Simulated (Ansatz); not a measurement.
Worked calculations on one periodic cell of amorphous Ti20O41Sr: Ti20O41Sr, 62 atoms, volume 791.8 Å³, made by a melt-quench on the CHGNet potential and relaxed with DFT. O atoms were pushed apart under 1.9 Å during the dynamics, to hinder bonds among them. It is a model cell: composition and starting density were chosen by hand, and all elements were melted together. Cycles of charging were run to anneal it. Level of theory: PBE, scalar-relativistic without spin-orbit coupling (plane waves to 420 eV, PAW; Ansatz, an electronic-structure program). Sampling: a 2×2×2 Γ-centred mesh; Fermi-Dirac width 0.02 eV; no spin polarisation. Its volume was relaxed, its shape was free, and it stands at a mean pressure of 0.0 GPa with stress components up to 0.1 GPa; the relaxation ran on the zone centre alone. Its density went from a set 3.67 to 3.57 g/cm³. The cell is small and was quenched far faster than a real film, so it is one sample of the glass.

Question: Count formal charges (Ti +4, O -2, Sr +2). What does the count lead one to expect at the Fermi level, and what does the calculation give?

Answer: 20 × (+4) + 41 × (-2) + 1 × (+2) = 0. The charges balance, so the anion-derived valence states can be full and a gap can open. On this mesh the highest filled and lowest empty level lie 2.61 eV apart, the PBE gap of this cell, with a localised state at one edge or both.

Four energies for an added electron at PBE on the zone centre alone (charged cells in a uniform background, spin-polarised): neutral at the neutral geometry -76882.955 eV; charged at the neutral geometry -76874.056 eV; charged and relaxed -76874.164 eV; neutral at the charged geometry -76882.750 eV.

Question: Find the two relaxation energies and their sum, the reorganisation energy.

Answer: On charging: -76874.056 − (-76874.164) = 0.108 eV. On discharging: -76882.750 − (-76882.955) = 0.205 eV. The sum is 0.313 eV. The carrier's level spreads over 6 of the 62 atoms' worth, so it counts as localised, most on one Ti atom with neighbours O 1.88 Å, O 1.99 Å, O 2.01 Å, O 2.03 Å, O 2.03 Å, O 2.10 Å (neutral geometry). The values are uncorrected: the image energy of a point charge in this cell, 2.84 × 14.40 / (2 × 9.3) = 2.2 eV before screening, is screened by electrons alone at the fixed geometry and by ions too after relaxing, and the carrier can be spread before it relaxes, so each term can be off by up to that value times 1/ε∞, some tenths of an eV. PBE's self-interaction favours spread-out carriers, so a hybrid can localise more.

Four energies for a hole at PBE on the zone centre alone (charged cells in a uniform background, spin-polarised): neutral at the neutral geometry -76882.955 eV; charged at the neutral geometry -76889.015 eV; charged and relaxed -76889.352 eV; neutral at the charged geometry -76882.122 eV.

Question: Find the two relaxation energies and their sum, the reorganisation energy.

Answer: On charging: -76889.015 − (-76889.352) = 0.337 eV. On discharging: -76882.122 − (-76882.955) = 0.833 eV. The sum is 1.170 eV. The carrier's level spreads over 4 of the 62 atoms' worth, so it counts as localised, most on one O atom with neighbours Ti 1.82 Å, Ti 1.91 Å (neutral geometry). The values are uncorrected: the image energy of a point charge in this cell, 2.84 × 14.40 / (2 × 9.3) = 2.2 eV before screening, is screened by electrons alone at the fixed geometry and by ions too after relaxing, and the carrier can be spread before it relaxes, so each term can be off by up to that value times 1/ε∞, some tenths of an eV. PBE's self-interaction favours spread-out carriers, so a hybrid can localise more.
